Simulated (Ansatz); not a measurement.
Cell and atoms of amorphous Hf$_{18}$O$_{39}$In$_{2}$:

```yaml
crystal:
  lattice:
    - [9.04595, -0.11561, 0.12704]
    - [-0.11561, 9.39794, -0.04703]
    - [0.12704, -0.04703, 9.15453]
  atoms:
    - { symbol: Hf, position: [0.16251, 0.83913, 0.61055] }
    - { symbol: Hf, position: [0.14853, 0.46682, 0.05143] }
    - { symbol: Hf, position: [0.93314, 0.44954, 0.39575] }
    - { symbol: Hf, position: [0.95647, 0.12219, 0.62560] }
    - { symbol: Hf, position: [0.66714, 0.73832, 0.18441] }
    - { symbol: Hf, position: [0.44704, 0.67922, 0.78606] }
    - { symbol: Hf, position: [0.29948, 0.59101, 0.38844] }
    - { symbol: Hf, position: [0.80060, 0.74599, 0.53262] }
    - { symbol: Hf, position: [0.38379, 0.29959, 0.86720] }
    - { symbol: Hf, position: [0.30176, 0.24329, 0.50632] }
    - { symbol: Hf, position: [0.71762, 0.09254, 0.35056] }
    - { symbol: Hf, position: [0.76501, 0.55184, 0.90823] }
    - { symbol: Hf, position: [0.67573, 0.35492, 0.64031] }
    - { symbol: Hf, position: [0.55595, 0.40190, 0.22835] }
    - { symbol: Hf, position: [0.06139, 0.15852, 0.18555] }
    - { symbol: Hf, position: [0.10494, 0.50589, 0.70266] }
    - { symbol: Hf, position: [0.99449, 0.89570, 0.96988] }
    - { symbol: Hf, position: [0.34918, 0.96340, 0.26070] }
    - { symbol: O, position: [0.27095, 0.81807, 0.40049] }
    - { symbol: O, position: [0.28653, 0.63230, 0.61204] }
    - { symbol: O, position: [0.52651, 0.90308, 0.15537] }
    - { symbol: O, position: [0.76259, 0.56733, 0.67769] }
    - { symbol: O, position: [0.62812, 0.20194, 0.18396] }
    - { symbol: O, position: [0.58600, 0.69347, 0.94961] }
    - { symbol: O, position: [0.85004, 0.74835, 0.03315] }
    - { symbol: O, position: [0.94115, 0.14725, 0.38891] }
    - { symbol: O, position: [0.60665, 0.79525, 0.64527] }
    - { symbol: O, position: [0.17423, 0.25394, 0.00458] }
    - { symbol: O, position: [0.49643, 0.62539, 0.27841] }
    - { symbol: O, position: [0.92594, 0.34657, 0.61493] }
    - { symbol: O, position: [0.15529, 0.41267, 0.45984] }
    - { symbol: O, position: [0.17538, 0.06429, 0.59156] }
    - { symbol: O, position: [0.94463, 0.90611, 0.57158] }
    - { symbol: O, position: [0.24937, 0.15861, 0.30057] }
    - { symbol: O, position: [0.21554, 0.31949, 0.71506] }
    - { symbol: O, position: [0.71141, 0.50870, 0.11612] }
    - { symbol: O, position: [0.06876, 0.77789, 0.80656] }
    - { symbol: O, position: [0.15616, 0.95866, 0.11385] }
    - { symbol: O, position: [0.72725, 0.12198, 0.59159] }
    - { symbol: O, position: [0.47277, 0.23176, 0.64921] }
    - { symbol: O, position: [0.73504, 0.33256, 0.85744] }
    - { symbol: O, position: [0.72033, 0.35172, 0.41266] }
    - { symbol: O, position: [0.34283, 0.87408, 0.74301] }
    - { symbol: O, position: [0.98567, 0.50181, 0.90195] }
    - { symbol: O, position: [0.72798, 0.87846, 0.36062] }
    - { symbol: O, position: [0.01718, 0.63760, 0.53871] }
    - { symbol: O, position: [0.48033, 0.06254, 0.42361] }
    - { symbol: O, position: [0.86733, 0.04905, 0.12354] }
    - { symbol: O, position: [0.98702, 0.36505, 0.19663] }
    - { symbol: O, position: [0.42815, 0.40487, 0.41545] }
    - { symbol: O, position: [0.16676, 0.59489, 0.22151] }
    - { symbol: O, position: [0.81014, 0.62400, 0.34971] }
    - { symbol: O, position: [0.26321, 0.55667, 0.87892] }
    - { symbol: O, position: [0.40621, 0.39505, 0.07077] }
    - { symbol: O, position: [0.90844, 0.04940, 0.83678] }
    - { symbol: O, position: [0.51002, 0.46789, 0.76248] }
    - { symbol: O, position: [0.50438, 0.11644, 0.89206] }
    - { symbol: In, position: [0.71823, 0.14030, 0.97383] }
    - { symbol: In, position: [0.52088, 0.00626, 0.66698] }
```

Methods: PBE, scalar-relativistic without spin-orbit coupling (Ansatz, an electronic-structure program); r2SCAN, scalar-relativistic without spin-orbit coupling (Ansatz); HSE06, scalar-relativistic without spin-orbit coupling (Ansatz). Neutral PBE cell, which sets geometry, pressure and energy: sampling: a 2×2×2 Γ-centred mesh; Fermi-Dirac width 0.02 eV; no spin polarisation. Exact exchange is cut at the faces of this 9 Å cell, which leaves hybrid gaps a finite-size error.

The cell was made by melting and quenching with the CHGNet potential and then relaxed with DFT. O atoms were pushed apart under 1.9 Å during the dynamics, to hinder bonds among them. The hot cell started wider than the set density and was brought back towards it in steps. It is the lowest in DFT energy of 2 quenches. It is a model cell: composition and starting density were chosen by hand, and all elements were melted together. No dispersion term was used. Its density started from a set value of 8.80 and ended at 8.68 g/cm³. The quench (nominally 450 K/ps over its main leg) was far faster than any real one, so the model tends to hold more defects than a real film. One small periodic cell is one sample of the glass; other quenches scatter about these values. Volume and shape were free in the relaxation.

Task: Give the pressure and the spacing of the highest filled and lowest empty levels.

Result: 
```yaml
Pressure on a 2×2×2 Γ-centred mesh: 0.02 GPa
Largest force and stress component on that mesh (the relaxation ran on the zone centre alone): 0.12 eV/Å and 0.1 GPa
Level gap on a 2×2×2 Γ-centred mesh (PBE): 3.27 eV
Level gap at the zone centre (PBE): 3.27 eV
Level gap at the zone centre (r2SCAN): 3.76 eV
Level gap at the zone centre (HSE06): 4.83 eV
Distance between the nearest levels spread over more than a fifth of the atoms or a third of the atoms of their main element (six at least) (PBE, zone centre): 3.44 eV
```

Task: At PBE and the zone centre, how localised are the states just below and above the Fermi level (participation number: the atoms over which a state spreads)?

Result: The highest filled state is spread over 11.7 atoms' worth, largest on O22, with weights by element (charge in smoothed Voronoi cells) O 0.95, Hf 0.04, In 0.01. The lowest empty state is spread over 14.6 atoms' worth, largest on In58, with weights by element (charge in smoothed Voronoi cells) O 0.56, In 0.28, Hf 0.16.

At PBE the levels at the filled edge of the gap are localised (band-tail or defect states).

Cut-offs for bonds: Hf-Hf 3.34 Å, Hf-O 2.60 Å, Hf-In 3.23 Å, O-O 1.58 Å, O-In 2.50 Å, In-In 3.12 Å. Two cations that share two anions don't count as bonded, nor two that share one unless they lie closer than Hf-Hf 3.25 Å, Hf-In 3.15 Å, In-In 3.04 Å.

Added carriers, by PBE, scalar-relativistic without spin-orbit coupling (Ansatz) on the zone centre alone. Charged cells keep the cell fixed and stand in a uniform background, with no image correction, at a width of 0.01 eV; where the count is odd the moment is locked at 1 μB, unless the neutral cell bore moments. Each starts from the undistorted neutral geometry alone. PBE's self-interaction favours spread-out carriers, so it can miss traps that a hybrid finds.

Task: What happens at PBE when the cell takes an extra electron and the atoms relax?

Result: Relaxation lowers the charged cell by 0.68 eV. The largest moves are O55 0.46 Å, O57 0.41 Å, In58 0.29 Å, In59 0.26 Å. The level that holds the added charge spreads over 6.9 atoms' worth, most on In58 (weight 0.31): a partly localised carrier. Bonds broken: O47-In59, O55-In58. Bonds formed: Hf9-O53, Hf16-O37. Made neutral again at that geometry, the cell lies +1.07 eV from the neutral start.

Task: What happens at PBE when the cell takes a hole and the atoms relax?

Result: Relaxation lowers the charged cell by 0.13 eV. The largest moves are O56 0.12 Å, O41 0.08 Å, O46 0.07 Å, Hf9 0.06 Å. The level that was emptied spreads over 8.3 atoms' worth, most on O22 (weight 0.26): a partly localised carrier. No bond crosses its cut-off with a change of over 0.15 Å (metal-metal contacts aside). Made neutral again at that geometry, the cell lies +0.26 eV from the neutral start.
